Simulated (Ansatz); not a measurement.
N on the Si site (N_Si) in 4H silicon carbide (start: the Si(k) site; 96-site cell, 2×2×2 shifted sampling). Computed with PBE, PAW (plane waves to 420 eV; Ansatz, a first-principles code). Total energies of the localised charge states, counted from that of charge +1, and their image corrections (point charge with alignment); the host's valence-band maximum lies at 9.362 eV on the cells' energy zero and its gap is 2.23 eV.

```csv
charge,moment (μB),E − E(first) (eV),correction (eV)
+1,not spin-polarised,0.000,0.077
0,1.0,10.611,0.000
−1,not spin-polarised,21.314,0.280
```

Derive the transition levels above the valence-band maximum and say which of them are thermodynamic.

A level is the Fermi energy at which two charges have equal formation energy: ε(q/q′) = [E(q′) + corr(q′) − E(q) − corr(q)] / (q − q′) − E_VBM.
ε(+1/0) = [(10.611 + 0.000) − (0.000 + 0.077)] / 1 − 9.362 = 1.17 eV
ε(0/−1) = [(21.314 + 0.280) − (10.611 + 0.000)] / 1 − 9.362 = 1.62 eV
Thermodynamic levels at least 0.1 eV inside the gap: (+1/0) at 1.17 eV; (0/−1) at 1.62 eV. They hold to tenths of an eV in this cell. Only the charges listed were compared. Flagged in the runs: a host whose relaxation on this sampling wasn't shown to rest, a strain field that reaches the edge of the cell.
